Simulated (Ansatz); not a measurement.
Base system: Ta in the bcc (W type) structure (space group Im-3m, No. 229; a = 3.282 Å).

Structures relaxed with PBEsol (Ansatz, a quantum-chemistry and plane-wave program; PAW; 420 eV plane waves; no spin-orbit coupling), earlier PAW set.

Base:

Simulated powder pattern, Cu Kα1, λ = 1.54056 Å (kinematic, ideal powder, no thermal factors, no anomalous dispersion; the 10 strongest lines at most, above 2 %, up to 2θ = 90°):

```
2θ (°)  I/Imax (%)    hkl
------  ----------  -----
38.77          100  (110)
55.99           18  (200)
70.19           36  (211)
83.19           12  (220)
```

After one change:

Simulated powder pattern, Cu Kα1, λ = 1.54056 Å (kinematic, ideal powder, no thermal factors, no anomalous dispersion; the 10 strongest lines at most, above 2 %, up to 2θ = 90°):

```json
[
 {"2θ (°)": "39.31", "I/Imax (%)": "100"},
 {"2θ (°)": "56.81", "I/Imax (%)": "18"},
 {"2θ (°)": "71.27", "I/Imax (%)": "36"},
 {"2θ (°)": "84.56", "I/Imax (%)": "12"}
]
```

Question: Which change produced these results?
A) pressure 30 GPa
B) pressure 2.1 GPa
C) pressure 9 GPa
D) pressure 15 GPa

Answer: C, pressure 9 GPa. Its volume per atom is 16.98 Å³ against 17.67 Å³, and its space group is Im-3m (No. 229).

Load acts through the strain it causes; cell and atoms are relaxed under it. Stability against distortions was not tested. No other phases were tried under pressure. All final runs are without spin polarisation.
